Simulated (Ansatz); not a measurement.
# InMo3Se3: pressure series

Consider InMo3Se3 (space group P6_3/m, No. 176; a = 8.768 Å, c = 4.477 Å; a cell from a computed database, its experimental status unchecked).

Cell and atoms are relaxed at each pressure.

Level of theory: Kohn–Sham DFT with the PBEsol functional, run in Ansatz (an electronic-structure program) with PAW and 420 eV plane waves, scalar-relativistic without spin-orbit coupling.

Notes on the quantities. enthalpy: H = E + PV relative to the base's energy.

```csv
case,enthalpy,lattice parameter a
base,–,8.768 Å
pressure −2 GPa,-0.28 eV/atom,9.112 Å
pressure −1 GPa,-0.14 eV/atom,8.917 Å
pressure 0.3 GPa,+0.04 eV/atom,8.728 Å
pressure 0.7 GPa,+0.09 eV/atom,8.677 Å
pressure 1.5 GPa,+0.19 eV/atom,8.584 Å
pressure 3 GPa,+0.38 eV/atom,8.432 Å
pressure 5 GPa,+0.62 eV/atom,8.259 Å
pressure 7.5 GPa,+0.91 eV/atom,8.034 Å
pressure 10 GPa,+1.19 eV/atom,7.885 Å
```

Load acts through the strain it causes; cell and atoms are relaxed under it. Whether these cells are dynamically stable was not tested. No other phases were tried under pressure. The final runs are not spin-polarised.
